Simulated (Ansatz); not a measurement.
Take W in the bcc (W type) structure (space group Im-3m, No. 229; a = 3.154 Å; relaxed with 0.1 eV smearing) as the base. Axes: x, y, z lie along the cube axes.

All numbers come from PBEsol (Ansatz, a program for electronic structure, PAW, without spin-orbit coupling).

Now apply this change: the cell is compressed by 2.50 % along z with no lateral relaxation; the atoms relax in the strained cell.

Q: Predict the stress tensor and what it implies for the stiffness.

A: Stress of the strained cell less that of the base (GPa, compression positive):
```
    5.7     0.0     0.0
    0.0     5.7     0.0
    0.0     0.0    14.8
```

Then −Δσ_ii/ε with ε = -0.0250 gives secant stiffness values (nonlinear terms included at this strain): C33 ≈ 591 GPa, C13 ≈ 228 GPa and C23 ≈ 228 GPa.

As a check, the harmonic strain energy −½ V₀ Δσ:ε is 18 meV/atom; the computed energy rise is 18 meV/atom.

No phonon test of stability was made. The final runs are not spin-polarised.
